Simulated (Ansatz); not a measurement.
Pressure series in ZnGeAs2

Consider ZnGeAs₂ in the chalcopyrite structure (space group I-42d, No. 122; a = 5.655 Å, c = 11.187 Å).

Cell and atoms are relaxed at each pressure.

Method: Ansatz (a first-principles code), PBEsol, PAW, cutoff 420 eV, no SOC.

Q: Only one of these has a direct gap. Which?
A) pressure 22.5 GPa
B) pressure 30 GPa
C) pressure 15 GPa

A: B, pressure 30 GPa. Computed: pressure 22.5 GPa: indirect, Γ → M–S (33 % along); pressure 30 GPa: direct at Γ; pressure 15 GPa: indirect, Γ → M–S (33 % along)

Load acts through the strain it causes; cell and atoms are relaxed under it. Whether these cells are dynamically stable was not tested. Competing high-pressure phases were not computed.
